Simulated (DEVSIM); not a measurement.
Structure: Au/Al2O3/n-Si capacitor, at 300 K.

```
layer (left to right)  material  thickness (nm)  Nd (cm⁻³)
---------------------  --------  --------------  ---------
1                         Al2O3            2.70          -
2                            Si            6100     8.8e15
```

Metal gate on the left, work function 5.1 eV. Fixed charge at the semiconductor interface 8.8e10 cm⁻² (in units of +e); no interface traps.

The device is made up for the run: typed textbook-type constants, with dimensions and the other settings drawn at random. Values at 300 K.

```csv
parameter,Al2O3,Si
gap (eV),6.8,1.124
affinity (eV),1.35,4.05
permittivity,9,11.7
Nc (cm⁻³),-,2.86e19
Nv (cm⁻³),-,3.1e19
```

Model (solved in DEVSIM): 1D Poisson equation in equilibrium, Boltzmann statistics, complete ionisation; no quantum confinement or tunnelling. Metal contacts follow the ideal Schottky-Mott rule: no Fermi-level pinning, no interface dipoles.

Tabulate band edges, carrier densities and field at 0.4 V on the gate.

Energies count from the Fermi level of the right contact; mesh points crowd at the junctions.

```
x (μm)     Ec (eV)  Ev (eV)  n (cm⁻³)  p (cm⁻³)  field (V/cm)
---------  -------  -------  --------  --------  ------------
0.000        3.350   -3.450     < 1e2     < 1e2        -61000
0.0009598    3.344   -3.456     < 1e2     < 1e2        -61000
0.001965     3.338   -3.462     < 1e2     < 1e2        -61000
0.002914     0.633   -0.491     6.7e8    1.7e11        -33000
0.005470     0.625   -0.499     9.2e8    1.3e11        -33000
0.01011      0.610   -0.514     1.6e9    7.1e10        -32000
0.02022      0.578   -0.546     5.6e9    2.1e10        -31000
0.05496      0.480   -0.644    2.5e11     4.7e8        -26000
0.1180       0.344   -0.780    4.7e13   2500000        -17000
0.2555       0.221   -0.903    5.5e15     21000         -2600
0.5552       0.209   -0.915    8.8e15     13000           ≈ 0
1.585        0.209   -0.915    8.8e15     13000           ≈ 0
3.348        0.209   -0.915    8.8e15     13000           ≈ 0
4.840        0.209   -0.915    8.8e15     13000           ≈ 0
5.646        0.209   -0.915    8.8e15     13000           ≈ 0
5.894        0.209   -0.915    8.8e15     13000           ≈ 0
6.008        0.209   -0.915    8.8e15     13000           ≈ 0
6.060        0.209   -0.915    8.8e15     13000           ≈ 0
6.088        0.209   -0.915    8.8e15     13000           ≈ 0
6.097        0.209   -0.915    8.8e15     13000           ≈ 0
6.101        0.209   -0.915    8.8e15     13000           ≈ 0
6.103        0.209   -0.915    8.8e15     13000           ≈ 0
```
